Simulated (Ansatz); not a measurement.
Amorphous Al$_{24}$Ba$_{4}$O$_{40}$, 68 atoms at 3.50 g/cm³, one PBE-relaxed geometry, zone centre. Methods: PBE, scalar-relativistic without spin-orbit coupling (Ansatz, an electronic-structure program); r2SCAN, scalar-relativistic without spin-orbit coupling (Ansatz); HSE06, scalar-relativistic without spin-orbit coupling (Ansatz). Plane waves to 420 eV (r2SCAN 500 eV); exact exchange is cut at the cell's faces. At PBE the levels at the filled edge of the gap are localised (band-tail or defect states), and the nearest spread-out levels lie 3.9 eV apart at the zone centre. All rungs ran without spin polarisation.

The cell was made by melting and quenching with the CHGNet potential and then relaxed with DFT. O atoms were pushed apart under 1.9 Å during the dynamics, to hinder bonds among them. The hot cell started wider than the set density and was brought back towards it in steps. It is the lowest in DFT energy of 2 quenches. It is a model cell: composition and starting density were chosen by hand, and all elements were melted together. No dispersion term was used. Its density started from a set value of 3.68 and ended at 3.50 g/cm³. Cooling (nominally 240 K/ps over its main leg) ran many orders faster than in experiment, which tends to leave more defects and strain. A cell of this size samples the disorder only roughly. Volume and shape were free in the relaxation.

The relaxation ran on the zone centre alone. At PBE the level gap is 3.43 eV on a 2×2×2 Γ-centred mesh, and the spacing at the zone centre alone 3.45 eV.

Q: What zone-centre spacing does r2SCAN give, roughly?

A: 4.05 eV (+0.60 eV against PBE).

Q: What zone-centre spacing does HSE06 give, roughly?

A: 5.08 eV (+1.63 eV against PBE).

The highest filled and the lowest empty state spread over these numbers of atoms (participation numbers): PBE: 4.4 and 62.5; r2SCAN: 4.3 and 62.0; HSE06: 4.1 and 62.0.
